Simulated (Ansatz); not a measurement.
These are PBE (plane waves to 420 eV, PAW; Ansatz, a program for electronic structure) values and carry that method's errors.

Host crystal: monoclinic HfO2, with a band gap (PBE, scalar-relativistic without spin-orbit coupling).

Electrostatic potential energy of an electron, averaged over planes parallel to the surface, in eV from the Fermi level, for F on the 1x1 (100) surface of monoclinic HfO2 (cut with top plane 2 O), one in a 1x1 cell, started at the site 'bridge O-O (span 5.3 Å)':

(z (Å), V (eV)): (5.34, 7.24); (5.64, 7.24); (5.94, 7.24); (6.23, 7.24); (6.53, 7.24); (6.83, 7.24); (7.13, 7.24); (7.42, 7.23); (7.72, 7.21); (8.02, 7.17); (8.31, 7.04); (8.61, 6.69); (8.91, 5.67); (9.20, 2.47); (9.50, -0.75); (9.80, -2.98); (10.09, -4.50); (10.39, -5.36); (10.69, -6.17); (10.98, -7.43); (11.28, -6.72); (11.58, -5.55); (11.88, -5.54); (12.17, -6.67); (12.47, -7.52); (12.77, -6.34); (13.06, -5.48); (13.36, -4.38); (13.66, -2.83); (13.95, -1.49); (14.25, -1.46); (14.55, -1.40); (14.84, -2.66); (15.14, -4.14); (15.44, -5.29); (15.73, -5.98); (16.03, -6.94); (16.33, -6.26); (16.63, -5.51); (16.92, -5.38); (17.22, -5.49); (17.52, -5.97); (17.81, -5.51); (18.11, -5.18); (18.41, -3.90); (18.70, -3.08); (19.00, -1.85); (19.30, 0.15); (19.59, 3.46); (19.89, 6.23); (20.19, 8.05); (20.48, 8.62); (20.78, 8.78); (21.08, 8.83); (21.38, 8.85); (21.67, 8.85); (21.97, 8.86); (22.27, 8.86); (22.56, 8.86); (22.86, 8.86); (23.16, 8.86); (23.45, 8.86); (23.75, 8.86); (24.05, 8.86)

Model: 25-atom slab, 9.3 Å thick at the start under the adsorbate (thin: gaps and levels are the slab's own), 4x4x1 mesh, Fermi-Dirac 0.01 eV, dipole correction, 12 atoms held, the rest relaxed; no symmetry held; spin-polarised, ending with about 1.0 μB a cell, a value that depends on the mesh; orders that need a larger cell were not tried, no spin-orbit, no U, no dispersion correction. The slab shows no gap over 0.04 eV on its mesh. At the end it is bonded to Hf. In PBE it is, or lies within 0.03 eV of, the lowest of the starts that converged.

### Question
The surface cell has an area of 27.90 Å². What dipole along the normal does the step between the two vacuum levels imply?

### Answer
the top vacuum level lies 1.62 eV above the bottom one; p = −ε₀ A ΔV (ε₀ = 0.005526 e/(V·Å)) gives -0.25 e·Å a cell.
